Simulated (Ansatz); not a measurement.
# How far PBE and PBEsol part for hypothetical Pm-3n C, isotropic strain +3.77 %

The parent structure is C (space group Pm-3n, No. 223; a = 3.877 Å; a hypothetical phase, not in the database extracts checked).

(Cell as relaxed with PBE.)

Levels (all Ansatz, a first-principles code, PAW): PBE (420 eV, spin-orbit coupling left out); PBEsol (420 eV, scalar-relativistic without spin-orbit coupling).

Each level relaxes its own structure.

```json
[
 {"base": "volume per atom", "PBE": "7.28 Å³", "PBEsol": "6.96 Å³"},
 {"base": "lattice parameter a", "PBE": "3.877 Å", "PBEsol": "3.818 Å"},
 {"base": "band gap", "PBE": "zero", "PBEsol": "zero"}
]
```

Perturbation: the cell is scaled by 1.0377 in all directions, atoms relaxed at fixed cell.

| quantity | PBE | PBEsol |
|---|---|---|
| energy relative to the base (free energy F) | +39 meV/atom | +43 meV/atom |
| pressure | -13.6 GPa | -15.5 GPa |
| band gap | zero | zero |

PBE's energy relative to the base lies 3.7 meV/atom below PBEsol's; PBE's pressure lies 1.9 GPa above PBEsol's; the two agree on the band gap. Neither level is exact; PBEsol is the comparison here, not a measurement.

Stability against distortions was not tested.
